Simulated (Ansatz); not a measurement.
The parent structure is WC (space group P-6m2, No. 187; a = 2.9226 Å, c = 2.8464 Å; relaxed with 0.1 eV smearing). Axes: x lies along a and z along c of the hexagonal cell.

All numbers come from PBE (Ansatz, an electronic-structure program; PAW; 420 eV plane waves; no spin-orbit coupling), earlier PAW set.

Before the change:

```
Quantity                        Result
-----------------------------  -------
Shortest interatomic distance  2.207 Å
```

The change: biaxial strain −4.18 %, plane normal [001], relaxed out of plane (Cartesian); in-plane vectors clamped, the third vector and the atoms free.

Problem. Predict the new ratio −ε⊥/ε∥.

Solution. The ratio −ε⊥/ε∥ is 0.41.

Problem. What does the calculation give for the in-plane stress after the change?

Solution. The mean in-plane stress (compression positive) is +43.3 GPa.

Problem. What happens to the shortest interatomic distance?

Solution. The shortest interatomic distance falls by 0.037 Å to 2.170 Å.

No phonon test of stability was made. The final runs are not spin-polarised.
